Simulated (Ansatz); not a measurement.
Consider AlP in the zinc blende structure (space group F-43m, No. 216; a = 5.470 Å). Axes: x, y, z lie along the cube axes.

The change: uniaxial stress, 5 GPa compression along z; all other stress components relax to zero.

Levels (all Ansatz, a program for electronic structure, PAW, earlier PAW set): PBEsol (420 eV, without spin-orbit coupling); PBEsol+SOC (420 eV, noncollinear with spin-orbit coupling).

The geometry is relaxed with PBEsol.

| Property | Value |
|---|---|
| PBEsol band gap | 0.79 eV |
| PBEsol pressure | 1.67 GPa |
| PBEsol width of the top valence band | 3.25 eV |
| PBEsol hole mass | 0.20 mₑ along z, 0.50 mₑ across (at Γ) |

Predict the band gap, pressure, width of the top valence band and hole mass from PBEsol+SOC.

The band gap is still 0.79 eV; the pressure is still 1.67 GPa; the width of the top valence band stays 3.25 eV; the hole mass goes from 0.20 mₑ along z, 0.50 mₑ across (at Γ) to 0.20 mₑ along z, 0.49 mₑ across (at Γ).

Single points use the geometry relaxed with PBEsol. The spin-orbit shifts are approximate. Load acts through the strain it causes; cell and atoms are relaxed under it. Masses are band curvatures over ±0.01 Å⁻¹ around the edge. Stability under load was not tested beyond the relaxation.
